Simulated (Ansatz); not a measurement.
## CuI (model structure, within 0.1 Å of P6₄22, No. 181, 6 atoms in the cell)

The numbers are results of PBEsol+SOC (plane waves, PAW; Ansatz, a program for electronic structure), not measurements.

Run with plane-wave cutoff 520 eV, 12×12×4 k mesh (along the axes of the cell as run), Fermi–Dirac smearing 0.01 eV, PAW data made under PBE.

Cell (relaxed with PBEsol):

CuI is modelled in the hexagonal space group P6₄22 (No. 181), Pearson symbol hP6. Conventional cell: a = b = 4.162 Å, c = 9.515 Å, α = β = 90.00°, γ = 120.00°. Cu on 3d is coordinated by 4 I at 2.616 Å. I on 3c sees 4 Cu at 2.616 Å. (Neighbours: up to the widest gap in distance over summed covalent radii, below 1.35, at either atom; cation-cation and far metal-metal contacts left out.)

For CuI (model structure, within 0.1 Å of P6₄22, No. 181, 6 atoms in the cell), the band gap is 0.63 eV (indirect) and the smallest direct gap on the k points sampled comes out as 1.03 eV.

Computed values are for the static lattice.

A model structure was made by putting elements into a prototype or built by hand; it is no filed structure, need not be a known phase, and can be a saddle point held by its symmetry.
